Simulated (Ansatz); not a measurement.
Start from Ti in the hcp (Mg type) structure (space group P6_3/mmc, No. 194; a = 2.9367 Å, c = 4.6410 Å; relaxed with 0.1 eV smearing). Axes: x lies along a and z along c of the hexagonal cell.

Calculations: r2SCAN in Ansatz (plane waves to 500 eV, PAW, spin-orbit coupling left out), earlier PAW set.

Base values:

| Item | Value |
|---|---|
| Shortest interatomic distance | 5.431 bohr |

One thing is altered: tensor shear ε_xy = +0.89 % (engineering shear γ = 0.0178); the atoms relax in the strained cell.

**Question.** Predict the new stress, shortest interatomic distance and largest internal atomic displacement.

**Answer.** The stress (xx, yy, zz, yz, xz, xy; compression positive) is (0.0, 0.0, 0.0, 0.0, 0.0, -0.7) GPa; the shortest interatomic distance drops by 0.021 bohr, from 5.431 bohr to 5.410 bohr; the largest internal atomic displacement is 0.018 Å.

No phonon test of stability was made. All final runs are without spin polarisation.

Ansatz is an electronic-structure program.
